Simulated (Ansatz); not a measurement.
The starting structures come from a database of crystals and need not be the phases stable at ambient conditions.

 Where the default PAW files enter, the runs use the earlier of Ansatz's two default sets.

Tunnelling through a barrier is set by its complex band structure: the current falls as exp(−2κd) with the smallest κ.

Consider the following.

```xyz
12
Lattice="5.9372 0.0000 0.0000 0.0000 5.9372 0.0000 0.0000 0.0000 7.0807" Properties=species:S:1:pos:R:3 pbc="T T T"
Ge     5.4290     5.4290     0.0000
Ge     3.4768     2.4604     5.3105
Ge     0.5082     0.5082     3.5403
Ge     2.4604     3.4768     1.7702
Ge     4.9312     3.7280     1.7379
Ge     5.1778     1.9626     7.0484
Ge     1.0060     2.2092     5.2782
Ge     0.7594     3.9746     3.5080
Ge     1.9626     5.1778     0.0323
Ge     2.2092     1.0060     1.8025
Ge     3.9746     0.7594     3.5726
Ge     3.7280     4.9312     5.3428
```

Space group of this cell: P4_32_12. The cell is taken as given.

Transport runs along the normal of the first two printed cell vectors, the (001) plane of the conventional cell.

The gap is the functional's own. No spin-orbit coupling. Mid-gap values are interpolated on the energy grid.

**Question.** Estimate the band gap and the smallest decay constant κ at mid-gap that r2SCAN in Ansatz (an electronic-structure program) returns for this system.

**Answer.** Gap 0.75 eV on a 6×6×4 mesh; κ = 0.102 1/Å, at (0.333, 0.333) of the in-plane reciprocal vectors. At the zone centre, at the nearest computed energy, the slowest state has κ = 0.13 1/Å.
